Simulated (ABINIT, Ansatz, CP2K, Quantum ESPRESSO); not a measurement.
**Si (Fd-3m, 2 atoms in the cell) computed with different codes at matched settings**

Zone-centre phonon calculation.

```
Si
1.0
    0.00000     2.72566     2.72566
    2.72566     0.00000     2.72566
    2.72566     2.72566     0.00000
Si
2
Cartesian
  1.36283   1.36283   1.36283
  0.00000   0.00000   0.00000
```

Shared settings, as Ansatz (a first-principles code) writes them: kpoints.mp_grid.grid = 8 8 8; scf.occupations.method = fermi_dirac; scf.occupations.width = 0.02 eV. Potentials and cutoffs stand in the table.

```json
[
 {"code": "ABINIT", "model": "PBE, norm-conserving pseudopotentials (PseudoDojo nc-sr-05 PBE standard)", "highest zone-centre frequency (cm⁻¹)": "509", "cutoff": "18 Ha"},
 {"code": "Ansatz", "model": "PBE, default PAW files", "highest zone-centre frequency (cm⁻¹)": "508", "cutoff": "default"},
 {"code": "CP2K", "model": "PBE, GPW, DZVP-MOLOPT-SR-GTH basis, GTH-PBE potentials (GTH_POTENTIALS)", "highest zone-centre frequency (cm⁻¹)": "513", "cutoff": "grid 400 Ry"},
 {"code": "Quantum ESPRESSO", "model": "PBE, PseudoDojo standard norm-conserving (PBE) pseudopotentials", "highest zone-centre frequency (cm⁻¹)": "508", "cutoff": "40 Ry"}
]
```

The spread over the programs that give each value: highest zone-centre frequency within 5.0 cm⁻¹.

CP2K uses small atom-centred bases, whose incompleteness enters pressures, forces and empty levels differently from a plane-wave cutoff.

The starting cell comes from a database of computed structures (which also holds hypothetical and non-ambient phases and stackings), without a prior relaxation at this level. Its lattice was rescaled by a random factor within 2.5 % of one.

Keys are those of Ansatz 0.2.
